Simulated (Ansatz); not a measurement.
# A computed series for Sn: response to strain

Consider Sn in the diamond structure (space group Fd-3m, No. 227; a = 6.541 Å; relaxed with 0.1 eV smearing). Axes: x, y, z lie along the cube axes.

Strains are applied to the cell and any free atomic positions relax; under biaxial strain the out-of-plane vector relaxes too.

Level of theory: DFT with PBEsol, PAW potentials and a 420 eV plane-wave cutoff in Ansatz (a program for electronic structure), without spin-orbit coupling.

Candidates:
(a) isotropic strain +1.45 %
(b) biaxial strain −2.25 %, plane normal [001], relaxed out of plane
(c) uniaxial strain ε_yy = +1.18 %

Notes on the quantities. energy relative to the base: free energy F.

Question: Order them by energy relative to the base, highest first.

Answer: (a) isotropic strain +1.45 % (+8.1 meV/atom), (b) biaxial strain −2.25 %, plane normal [001], relaxed out of plane (+7.1 meV/atom), (c) uniaxial strain ε_yy = +1.18 % (+0.9 meV/atom)

No phonon test of stability was made.
